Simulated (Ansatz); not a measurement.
Ta in the bcc (W type) structure (space group Im-3m, No. 229)

Space group Im-3m (No. 229); a = b = c = 3.3196 Å, α = β = γ = 90.00°

| atom | site | symmetry | x | y | z |
|---|---|---|---|---|---|
| Ta | 2a | m-3m | 0.0000 | 0.0000 | 0.0000 |
(The calculation used a cell of 1 atom; values per cell refer to that cell.)

Computed with DFT with PBE, PAW potentials and a 420 eV plane-wave cutoff in Ansatz (a quantum-chemistry and plane-wave program), no spin-orbit coupling. Γ-centred 20×20×20 mesh, Fermi–Dirac width 0.05 eV.

| Property | Result |
|---|---|
| Volume per atom | 18.29 Å³ |
| Density | 16.43 g/cm³ |
| Band gap | zero |
| Total energy | -9932.251 eV/atom (σ→0; compares only within this code and set-up) |

Whether these cells are dynamically stable was not tested. All final runs are without spin polarisation.
